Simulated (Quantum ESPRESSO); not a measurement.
A self-consistent single point of TiZn (P1, 2 atoms in the cell) with Quantum ESPRESSO.

Method: PBEsol, SSSP 1.1.2 efficiency (PBE) pseudopotentials (plane waves; Quantum ESPRESSO).

The change in words: atoms moved at random. Reference geometry:
```
CELL_PARAMETERS angstrom
      3.12375     0.00000     0.00000
      0.00000     3.12375     0.00000
      0.00000     0.00000     3.12375
ATOMIC_POSITIONS crystal
  Ti 0.50000 0.50000 0.50000
  Zn 0.00000 0.00000 0.00000
```

Reference input (self-consistent single point, DFT, PBEsol, plane waves, SSSP 1.1.2 efficiency (PBE) pseudopotentials): ecutwfc = 50 Ry; ecutrho = 400 Ry; occupations = smearing; smearing = fd; degauss = 0.0073499 Ry; input_dft = pbesol; potentials = {Ti: ti_pbe_v1.4.uspp.F.UPF, Zn: Zn_pbe_v1.uspp.F.UPF}; K_POINTS = automatic 7 7 7 0 0 0; conv_thr = 1e-10 Ry; mixing_beta = 0.3. This run's input differs from it in these lines:

```diff
@@ -9,4 +9,3 @@
 &SYSTEM
-  ibrav = 1,
-  A = 3.1237500000,
+  ibrav = 0,
   nat = 2,
@@ -28,6 +27,10 @@
 ATOMIC_POSITIONS {crystal}
-Ti    0.5000000000    0.5000000000    0.5000000000
-Zn    0.0000000000    0.0000000000    0.0000000000
+Ti    0.5097300000    0.4915010000    0.5043650000
+Zn   -0.0097300000    0.0084990000   -0.0043650000
 K_POINTS {automatic}
 7 7 7  0 0 0
+CELL_PARAMETERS {angstrom}
+   3.1237500000     0.0000000000     0.0000000000
+   0.0000000000     3.1237500000     0.0000000000
+   0.0000000000     0.0000000000     3.1237500000
```

Output (repeated stretches shortened):

```
     Self-consistent Calculation

     iteration #  1     ecut=    50.00 Ry     beta= 0.30

     total energy              =    -548.25011364 Ry
     estimated scf accuracy    <      73.11712209 Ry

     iteration #  2     ecut=    50.00 Ry     beta= 0.30

     negative rho (up, down):  5.075E-05 0.000E+00

     total energy              =    -582.96562600 Ry
     estimated scf accuracy    <      25.10616584 Ry

     iteration #  3     ecut=    50.00 Ry     beta= 0.30

     negative rho (up, down):  5.416E-04 0.000E+00

     total energy              =    -579.18839673 Ry
     estimated scf accuracy    <       9.91319771 Ry

   [... 16 blocks of this kind left out ...]

     iteration # 20     ecut=    50.00 Ry     beta= 0.30

     negative rho (up, down):  7.945E-04 0.000E+00

     total energy              =    -580.21186073 Ry
     estimated scf accuracy    <          1.1E-10 Ry

     iteration # 21     ecut=    50.00 Ry     beta= 0.30

     negative rho (up, down):  7.945E-04 0.000E+00
     End of self-consistent calculation

     Number of k-points >= 100: set verbosity='high' to print the bands.

     the Fermi energy is    14.2040 ev

!    total energy              =    -580.21186073 Ry
     estimated scf accuracy    <          1.3E-11 Ry
     smearing contrib. (-TS)   =      -0.00259427 Ry
     internal energy E=F+TS    =    -580.20926646 Ry

     convergence has been achieved in  21 iterations

     negative rho (up, down):  7.945E-04 0.000E+00

     Forces acting on atoms (cartesian axes, Ry/au):

     atom    1 type  1   force =    -0.01223543    0.01070172   -0.00551412
     atom    2 type  2   force =     0.01223543   -0.01070172    0.00551412

     Total force =     0.024275     Total SCF correction =     0.000001

     negative rho (up, down):  7.945E-04 0.000E+00
          total   stress  (Ry/bohr**3)                   (kbar)     P=      -29.35
  -0.00020236  -0.00001551   0.00000804          -29.77       -2.28        1.18
  -0.00001551  -0.00020043  -0.00000705           -2.28      -29.48       -1.04
   0.00000804  -0.00000705  -0.00019582            1.18       -1.04      -28.81

   JOB DONE.
```

The run converged in 21 iterations. Against the reference run the free energy goes up by 9.3 meV/atom, the pressure goes from -3.21 to -2.94 GPa and the largest force goes from 0.000 to 0.441 eV/Å.

The starting cell comes from a database of computed structures (which also holds hypothetical and non-ambient phases and stackings), without a prior relaxation at this level. For this run, on top of that: atoms moved at random. Spin polarisation is off.

Cost on one core of a shared machine: roughly 70 s.
